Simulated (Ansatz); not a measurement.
An Ansatz (a quantum-chemistry and plane-wave program) input (Kohn–Sham DFT with the PBE functional, run in Ansatz with PAW and 420 eV plane waves, no spin-orbit coupling, earlier PAW set):

Ansatz 0.2 input:
```yaml
crystal:
  lattice:
    - [0, 2.2741737211, 2.2741737211]
    - [2.2741737211, 0, 2.2741737211]
    - [2.2741737211, 2.2741737211, 0]
  atoms:
    - { symbol: P, position: [0.75, 0.75, 0.75] }
    - { symbol: B, position: [0, 0, 0] }
basis: { ecutwfc: 420, ecutrho_ratio: 4, xc_grid: 2, fft_grid_basis: typed }
kpoints: { mp_grid: { grid: [12, 12, 12] } }
hamiltonian:
  xc: pbe
  dispersion: none
  pseudopotentials: { azcp: { folder: ./paw }, kind: paw }
scf: { occupations: { method: fermi_dirac, width: 0.05 }, convergence: { dr2_threshold: 0.0000000002 } }
output: { forces: true, stress: true }
checkpoint: { write: state.ck, write_every: 1000 }
```

### Question
Which symmetry and how many k-points will the program report, and about how many plane waves at Γ?

### Answer
Space group F-43m (ITA 216) with 24 operations, k-points 72 of 1728, and 459 plane waves at Γ.

No phonon test of stability was made. The cell was made from BiB by this change: Bi → P.
